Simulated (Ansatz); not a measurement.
Start from CsBH$_{4}$ (space group F-43m, No. 216; a cell from a computed database, its experimental status unchecked).

```yaml
crystal:
  lattice:
    - [0.00000, 3.61231, 3.61231]
    - [3.61231, 0.00000, 3.61231]
    - [3.61231, 3.61231, 0.00000]
  atoms:
    - { symbol: Cs, position: [0.00000, 0.00000, 0.00000] }
    - { symbol: B, position: [0.50000, 0.50000, 0.50000] }
    - { symbol: H, position: [0.40127, 0.40127, 0.79620] }
    - { symbol: H, position: [0.40127, 0.79620, 0.40127] }
    - { symbol: H, position: [0.79620, 0.40127, 0.40127] }
    - { symbol: H, position: [0.40127, 0.40127, 0.40127] }
```

Level of theory: PBEsol/PAW in Ansatz (a quantum-chemistry and plane-wave program), no SOC.

Before the change:

| Quantity | Value |
|---|---|
| Band gap | 5.46 eV |
| Electron mass | 2.7 mₑ along k, 0.49 mₑ across (at X) |
| Width of the top valence band | 0.34 eV |
| Lattice parameter a | 7.225 Å |

Now apply this change: every B is replaced by Tl; the structure is relaxed again.

Tabulated Pauling electronegativity and covalent radius: B 2.04, 0.84 Å; Tl 1.62, 1.45 Å.

Problem. What happens to the band gap?

Solution. The band gap drops by 1.94 eV (5.46 eV → 3.52 eV).

Problem. What does the calculation give for the electron mass after the change?

Solution. The electron mass changes from 2.7 mₑ along k, 0.49 mₑ across (at X) to 0.28 mₑ (at Γ).

Problem. What does the calculation give for the width of the top valence band after the change?

Solution. The width of the top valence band drops by 0.04 eV, from 0.34 eV to 0.30 eV.

Problem. Estimate the effect on the lattice parameter a.

Solution. The lattice parameter a grows by 0.763 Å, from 7.225 Å to 7.988 Å.

With Tl present, leaving out spin-orbit coupling can change the band edges. Effective masses come from finite differences of ±0.01 Å⁻¹. Along k means along the line from Γ to the band edge. Stability against distortions was not tested. As relaxed here, CsTlH4 is a hypothetical phase, not in the database extracts checked.
